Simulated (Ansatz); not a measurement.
An Ansatz (a program for electronic structure) run: ZrSe2 with a change (isotropic strain −1.50 %); Ansatz PBE-D3(BJ), scalar-relativistic without spin-orbit coupling.

Input:

Ansatz 0.2 input:
```yaml
crystal:
  lattice:
    - [3.6790491917, 0, 0]
    - [-1.8395245958, 3.1861500618, 0]
    - [0, 0, 5.9410666621]
  atoms:
    - { symbol: Zr, position: [0, 0, 0] }
    - { symbol: Se, position: [0.3333333333, 0.6666666667, 0.2650695506] }
    - { symbol: Se, position: [0.6666666667, 0.3333333333, 0.7349304494] }
basis: { ecutwfc: 420, ecutrho_ratio: 4, xc_grid: 2, fft_grid_basis: typed }
kpoints: { mp_grid: { grid: [14, 14, 8] } }
hamiltonian:
  xc: pbe
  dispersion: d3bj
  pseudopotentials: { kind: paw }
scf: { occupations: { method: fermi_dirac, width: 0.05 }, convergence: { dr2_threshold: 0.0000000003 } }
relax: { f_tol: 0.005, max_steps: 50 }
output: { forces: true, stress: true }
checkpoint: { write: state.ck, write_every: 1000 }
```

Output (explanatory and most iteration lines left out):

```
Relaxation: its limit of steps is 50 (relax.max_steps)
Pseudopotential: Zr, paw, valence charge 12
Pseudopotential: Se, paw, valence charge 16
Crystal: 3 atoms, lattice volume = 69.641 Å³
Basis set: ecut = 420 eV, 1387 PW (Γ), exchange–correlation on 50×50×80 points (8 copies of the dense FFT grid, shifted against one another)
Bands: 27, of which v1, the nominal top of the filled ones, is band 22 counted from 1 (21 counted from 0)
Symmetry: 12 space group operations
Space group: P-3m1 (ITA 164), of the structure as read, at distance tolerance 4.1e-5 Å
k-points: 168 of 1568
Functional: x = pbe(κ = 0.804, μ = 0.2195149727645171), c = pbe(β = 0.06672455060314922)
SCF iter   1: F=—  HF=-15127.178207 eV  |F-HF|=—  |Δ(HF+E_count)|=         —  Δρ=1.32e-3  dr2=1.88e-3  ethr=1.77e-3  ⟨swp⟩=5.7  Hψ=18503  notcnv=0
SCF iter   2: F=—  HF=-15127.178210 eV  |F-HF|=—  |Δ(HF+E_count)|=   2.86e-6  Δρ=7.41e-4  dr2=4.12e-4  ethr=4.28e-6  ⟨swp⟩=2.0  Hψ=6952  notcnv=0
SCF 1 converged in 9 iterations: F = -15127.178400 eV  dr2 = 2.02e-10
relax step   1: F+E_penalty+E_count = -15127.17840029 eV  Δ(F+E_penalty+E_count) = +0.000e0 eV  max|allowed force component| = 5.154e-1 eV/Å  Δτ_max = 0.0000 Å  (9 SCF iters, accepted)
Crystal: 3 atoms, lattice volume = 69.641 Å³
SCF iter   1: F=—  HF=-15127.115886 eV  |F-HF|=—  |Δ(HF+E_count)|=         —  Δρ=9.39e-3  dr2=6.34e-2  ethr=1.34e-4  ⟨swp⟩=1.0  Hψ=18181  notcnv=0  defer=17
SCF iter   2: F=—  HF=-15127.133627 eV  |F-HF|=—  |Δ(HF+E_count)|=   1.77e-2  Δρ=8.15e-3  dr2=1.79e-1  ethr=1.34e-4  ⟨swp⟩=2.9  Hψ=9177  notcnv=0  defer=17  recentre
SCF 2 converged in 10 iterations: F = -15127.098058 eV  dr2 = 1.66e-10
relax step   2: F+E_penalty+E_count = -15127.09805758 eV  Δ(F+E_penalty+E_count) = +8.034e-2 eV  max|allowed force component| = 1.072e0 eV/Å  Δτ_max = 0.1367 Å  (10 SCF iters, rejected (line search))
Crystal: 3 atoms, lattice volume = 69.641 Å³
SCF iter   1: F=—  HF=-15127.208668 eV  |F-HF|=—  |Δ(HF+E_count)|=         —  Δρ=6.62e-3  dr2=3.33e-2  ethr=6.87e-4  ⟨swp⟩=3.6  Hψ=11362  notcnv=0  defer=17
SCF iter   2: F=—  HF=-15127.202105 eV  |F-HF|=—  |Δ(HF+E_count)|=   6.56e-3  Δρ=3.40e-3  dr2=8.07e-3  ethr=7.56e-5  ⟨swp⟩=2.0  Hψ=6609  notcnv=0  defer=19
SCF 3 converged in 10 iterations: F = -15127.200289 eV  dr2 = 2.23e-10
relax step   3: F+E_penalty+E_count = -15127.20028950 eV  Δ(F+E_penalty+E_count) = -2.189e-2 eV  max|allowed force component| = 3.816e-3 eV/Å  Δτ_max = 0.0424 Å  (10 SCF iters, accepted)
SCF converged after 10 iterations
Free energy (F): -15127.200289 eV
Internal energy: -15127.197952 eV  (E = F + TS)
E sigma→0 (E₀):  -15127.199121 eV
Entropy (-TS):   -0.002337 eV (-0.779 meV/atom)
Fermi energy:    10.426561 eV
  E_disp       = -1.278784  (pairwise vdW)
--- Forces (eV/Å), atoms counted from 1 ---
  atom   1  Zr    -0.00000000     0.00000000     0.00000000
  atom   2  Se     0.00000000     0.00000000     0.00381579
  atom   3  Se    -0.00000000    -0.00000000    -0.00381579
--- Stress (GPa, compression-positive) ---
        2.309676      -0.000000      -0.000000
       -0.000000       2.309676      -0.000000
       -0.000000      -0.000000       1.303273
  P = ⅓ Tr σ = 1.9742 GPa (19.742 kbar)
--- Relaxed structure (3 steps of the walk, 2 accepted, 0 SCFs on fresh bases) ---
  atoms:
    - { symbol: Zr, position: [1.3836928882213985e-35, 1.253668574466054e-46, 0.0] }
    - { symbol: Se, position: [0.3333333333333333, 0.6666666666666666, 0.27220321471197195] }
    - { symbol: Se, position: [0.6666666666666665, 0.3333333333333333, 0.7277967852880279] }
```

No phonon test of stability was made. The final runs are not spin-polarised. The cell was made from ZrSe$_{2}$ in the CdI2 type structure (space group P-3m1, No. 164; layered, stacked along the Cartesian z axis) by this change: isotropic strain −1.50 %.
